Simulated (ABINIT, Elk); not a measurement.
An Elk input for a self-consistent single point of MoTe2 (P6_3/mmc, 6 atoms in the cell) (DFT, PBE, all-electron FP-LAPW, Elk's shipped species files, default APW+lo basis):

```
tasks
  0

xctype
  20

rmtscf
  0.93

swidth
  0.00183747

maxscl
  100

avec
    3.3225920549   -5.7548982519    0.0000000000
    3.3225920549    5.7548982519    0.0000000000
    0.0000000000    0.0000000000   26.3541961231

atoms
  2
  'Te.in'
  4
  0.3333333333  0.6666666667  0.8790000000    0.0 0.0 0.0
  0.6666666667  0.3333333333  0.3790000000    0.0 0.0 0.0
  0.6666666667  0.3333333333  0.1210000000    0.0 0.0 0.0
  0.3333333333  0.6666666667  0.6210000000    0.0 0.0 0.0
  'Mo.in'
  2
  0.3333333333  0.6666666667  0.2500000000    0.0 0.0 0.0
  0.6666666667  0.3333333333  0.7500000000    0.0 0.0 0.0

ngridk
  6 6 2
```

Translate this input to ABINIT.

This is the input that was run; spellings and numerical settings could be chosen otherwise.

```
# MoTe2, PseudoDojo nc-sr-05 PBE standard
pp_dirpath "./"
pseudos "Te.upf, Mo.upf"
acell 6.6451841097 6.6451841097 26.3541961231
rprim
         0.5000000000   -0.8660254038    0.0000000000
         0.5000000000    0.8660254038    0.0000000000
         0.0000000000    0.0000000000    1.0000000000
natom 6
ntypat 2
znucl 52 42
typat 1 1 1 1 2 2
xcart
         1.7582399966    1.0151203353   12.2585691600
         1.7582399966   -1.0151203353    5.2855491600
         1.7582399966   -1.0151203353    1.6874708400
         1.7582399966    1.0151203353    8.6604908400
         1.7582399966    1.0151203353    3.4865100000
         1.7582399966   -1.0151203353   10.4595300000
      Angstrom
ecut 82 Ry
occopt 3
tsmear 0.05 eV
nband 58
kptopt 1
ngkpt 6 6 2
nshiftk 1
shiftk 0 0 0
nstep 50
tolvrs 1.0e-12
prtwf 0
prtden 0
enunit 2
```

Basis settings and potentials, where a program has them, do not carry over. This input uses DFT, PBE, plane waves, norm-conserving pseudopotentials (PseudoDojo nc-sr-05 PBE standard).

The starting cell has typed, rounded lattice constants, without a prior relaxation at this level. Its lattice was rescaled by a random factor within 2.5 % of one.
